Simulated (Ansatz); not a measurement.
## CdS under a change: biaxial strain −2.85 %, plane normal [001], relaxed out of plane

Start from CdS in the wurtzite structure (space group P6_3mc, No. 186; a = 4.196 Å, c = 6.830 Å). Axes: x lies along a and z along c of the hexagonal cell.

Perturbation: compressive biaxial strain of 2.85 % in the plane normal to [001], as in epitaxy on a mismatched substrate; the out-of-plane cell vector and the atoms relax.

The values are results of Ansatz (an electronic-structure program), PBE, PAW, cutoff 420 eV, scalar-relativistic without spin-orbit coupling, not measurements. k-mesh 9×9×5 (Γ-centred); smearing 0.05 eV (Fermi–Dirac).

- Volume per atom: 25.18 Å³ (base 26.04 Å³)
- Space group: P6_3mc (No. 186) (base P6_3mc (No. 186))
- Shortest interatomic distance: 2.537 Å (base 2.565 Å)
- Pressure (mean of the normal stresses, compression positive): 1.79 GPa (base 0.00 GPa)
- Band gap: 1.06 eV (base 1.11 eV)
- Gap character: direct at Γ (base direct at Γ)
- Width of the top valence band: 1.71 eV (base 1.55 eV)
- Electron mass: 0.11 mₑ out of plane, 0.13 mₑ in plane (at Γ) (base 0.12 mₑ along c, 0.13 mₑ across (at Γ))
- Valence-band top at Γ (three highest levels, from the VBM): 0.00, 0.00, -0.25 eV (base 0.00, 0.00, -0.04 eV)
- Out-of-plane strain: +2.47 %
- Ratio −ε⊥/ε∥: 0.87

Cost of the whole job for the changed cell (relaxation, final SCF and bands): very roughly 70 core-seconds.

Masses are band curvatures over ±0.01 Å⁻¹ around the edge. Whether these cells are dynamically stable was not tested.
